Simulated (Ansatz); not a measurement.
# Several settings converged on MnGa₂S₄ (C2, 7 atoms in the cell)

```yaml
crystal:
  lattice:
    - [-2.71272, 2.71272, 5.11791]
    - [2.71272, -2.71272, 5.11791]
    - [2.71272, 2.71272, -5.11791]
  atoms:
    - { symbol: Mn, position: [0.25488, 0.75489, 0.50000], spin: 4.0 }
    - { symbol: Ga, position: [0.75000, 0.25000, 0.50000] }
    - { symbol: Ga, position: [0.50000, 0.50000, 0.00000] }
    - { symbol: S, position: [0.37923, 0.87918, 0.02051] }
    - { symbol: S, position: [0.12082, 0.14133, 0.50005] }
    - { symbol: S, position: [0.85867, 0.35872, 0.97949] }
    - { symbol: S, position: [0.64128, 0.62077, 0.49995] }
```
(The spins are starting values, not results.)

Base method: PBEsol, default PAW files made with PBE (plane waves; Ansatz, a quantum-chemistry and plane-wave program).

Base settings: basis.ecutwfc = 420 eV; kpoints.mp_grid.grid = 3 3 3; hamiltonian.xc = pbesol; hamiltonian.pseudopotentials = {kind: paw} (the program's default PAW files); magnetization.spin_polarized = true; scf.occupations.method = fermi_dirac; scf.occupations.width = 0.05 eV.

The count of work is k-points × plane waves × bands × iterations; it is no time. 

**The k-point mesh**

Only quantities that move along the ladder and can be compared are tabulated.

```tsv
kpoints.mp_grid.grid	free energy less the last step's (meV/atom)	largest difference of a force vector from the last step's (eV/Å)	count of work / last
2 2 2	11.74	0.032	0.021
3 3 3	0.74	0.005	0.035
4 4 4	0.10	0.001	0.094
5 5 5	0.01	0.000	0.14
6 6 6	0.00	0.000	0.24
7 7 7	0.00	0.000	0.35
8 8 8	0.00	0.000	0.59
9 9 9	0.00	0.000	0.73
10 10 10	0.00	0.000	1.0
```

Coarsest kpoints.mp_grid.grid that holds the free energy within 2 meV/atom of the last step, with all finer ones: 3 3 3, at 0.035 of the last step's count of work; the step before is off by 12 meV/atom.

Coarsest kpoints.mp_grid.grid that holds the forces within 0.01 eV/Å of the last step, with all finer ones: 3 3 3, at 0.035 of the last step's count of work; the step before is off by 0.032 eV/Å.

**Shifted k-point meshes**

In this ladder: kpoints.mp_grid.shift = 0.5 0.5 0.5.

Only quantities that move along the ladder and can be compared are tabulated.

```tsv
kpoints.mp_grid.grid	free energy less the last step's (meV/atom)	pressure (GPa)	largest difference of a force vector from the last step's (eV/Å)	count of work / last
2 2 2	-0.92	-0.22	0.014	0.011
3 3 3	0.07	-0.30	0.002	0.030
4 4 4	-0.02	-0.31	0.000	0.060
5 5 5	0.00	-0.31	0.000	0.11
6 6 6	0.00	-0.31	0.000	0.20
7 7 7	0.00	-0.31	0.000	0.27
8 8 8	0.00	-0.31	0.000	0.40
9 9 9	0.00	-0.31	0.000	0.62
11 11 11	0.00	-0.31	0.000	1.0
```

Coarsest kpoints.mp_grid.grid that holds the forces within 0.005 eV/Å of the last step, with all finer ones: 3 3 3, at 0.030 of the last step's count of work; the step before is off by 0.014 eV/Å.

Coarsest kpoints.mp_grid.grid that holds the free energy within 0.5 meV/atom of the last step, with all finer ones: 3 3 3, at 0.030 of the last step's count of work; the step before is off by 0.92 meV/atom.

Coarsest kpoints.mp_grid.grid that holds the pressure within 0.05 GPa of the last step, with all finer ones: 3 3 3, at 0.030 of the last step's count of work; the step before is off by 0.08 GPa.

**The width of Fermi-Dirac smearing**

The mesh stays at the base's, so the ladder's end is converged at best in this setting alone.

Only quantities that move along the ladder and can be compared are tabulated.

The magnetic state is not the same in all runs (site moments differ, or a search went on to a lower state), so steps between rows are not convergence errors alone.

| scf.occupations.width | free energy less the last step's (meV/atom) | pressure (GPa) | largest difference of a force vector from the last step's (eV/Å) | net moment (μB/atom) |
|---|---|---|---|---|
| 1 eV | -630.95 | 0.48 | 0.882 | 0.000 |
| 0.5 eV | -66.84 | -0.80 | 0.307 | 0.590 |
| 0.2 eV | -1.14 | -0.34 | 0.017 | 0.709 |
| 0.1 eV | -0.01 | -0.31 | 0.000 | 0.714 |
| 0.02 eV | 0.00 | -0.31 | 0.000 | 0.714 |

Widest scf.occupations.width that holds the net moment within 0.05 μB/atom of the last step, with all finer ones: 0.2 eV; the step before is off by 0.12 μB/atom.

Widest scf.occupations.width that holds the pressure within 0.2 GPa of the last step, with all finer ones: 0.2 eV; the step before is off by 0.49 GPa.

Widest scf.occupations.width that holds the forces within 0.005 eV/Å of the last step, with all finer ones: 0.1 eV; the step before is off by 0.017 eV/Å.

On the base run: the starting cell comes from a database of computed structures (which also holds hypothetical and non-ambient phases and stackings), without a prior relaxation at this level. Its lattice was rescaled by up to half a per cent. One atom was moved a little off its site on purpose. With one magnetic atom in the cell only a parallel order is possible. Ansatz's pressure includes its estimate of the finite-basis (Pulay) stress.

Left out of this page: 1 run of the series stopped by limits of time or memory.

Keys are those of Ansatz 0.2.
